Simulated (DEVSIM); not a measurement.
# abrupt InP p-n junction

Device: abrupt InP p-n junction, at 400 K.

| layer (left to right) | material | thickness (μm) | Nd (cm⁻³) | Na (cm⁻³) | τn (s) | τp (s) |
|---|---|---|---|---|---|---|
| 1 | InP | 0.280 | - | 8.1e15 | 4.8e-8 | 4.8e-8 |
| 2 | InP | 290 | 2.5e16 | - | 4.8e-8 | 4.8e-8 |

Left contact: ohmic. Right contact: ohmic. Voltage is applied to the left contact. Recombination: SRH at mid-gap, radiative. Mobility is μmin + (μ − μmin)/(1 + (N/Nref)^α).

The device is made up for the run: typed textbook-type constants, with dimensions and the other settings drawn at random. Values at 300 K; Nc and Nv go as T^1.5, mobilities as T to minus their exponent, the gap by Varshni's rule with the affinity fixed.

```csv
parameter,InP
gap (eV),1.344
affinity (eV),4.38
permittivity,12.5
Nc (cm⁻³),5.7e17
Nv (cm⁻³),1.1e19
μn (cm²/Vs),5200
μp (cm²/Vs),170
"μn,min",400
"μp,min",10
"Nref,n",3e17
"Nref,p",4.9e17
αn,0.47
αp,0.62
T exponent of μn,2
T exponent of μp,2
B (cm³/s),1.2e-10
Varshni α (eV/K),0.000363
Varshni β (K),162
```

Model (solved in DEVSIM): 1D drift-diffusion, Boltzmann statistics, complete ionisation; no tunnelling, impact ionisation, image-force lowering or self-heating.

```
Item                                                Value
---------------------------------------------  ----------
Potential step across the device at zero bias     0.925 V
Largest field in the device at zero bias       40000 V/cm
Dark forward voltage at 1 A/cm²                   0.568 V
Dark forward voltage at 100 A/cm²                 1.052 V
```

Dark forward current:

| V (V) | J (A/cm²) |
|---|---|
| 0.05 | 9.5e-7 |
| 0.20 | 6.3e-5 |
| 0.30 | 0.00091 |
| 0.45 | 0.049 |
| 0.60 | 2.2 |
| 0.70 | 13 |
| 0.85 | 45 |
| 1.00 | 85 |
| 1.15 | 130 |
| 1.25 | 160 |
| 1.40 | 200 |
| 1.55 | 250 |
| 1.65 | 280 |
| 1.80 | 330 |

Small-signal capacitance in reverse bias (quasi-static):

```json
[
 {"V (V)": "-0.2", "C (nF/cm²)": "27.7"},
 {"V (V)": "-0.5", "C (nF/cm²)": "26.2"},
 {"V (V)": "-1", "C (nF/cm²)": "24.3"},
 {"V (V)": "-1.5", "C (nF/cm²)": "22.8"},
 {"V (V)": "-2", "C (nF/cm²)": "21.6"},
 {"V (V)": "-3", "C (nF/cm²)": "19.6"},
 {"V (V)": "-4", "C (nF/cm²)": "18.1"},
 {"V (V)": "-5", "C (nF/cm²)": "16.9"},
 {"V (V)": "-6.5", "C (nF/cm²)": "15.5"},
 {"V (V)": "-8", "C (nF/cm²)": "14.3"},
 {"V (V)": "-10", "C (nF/cm²)": "13.2"}
]
```
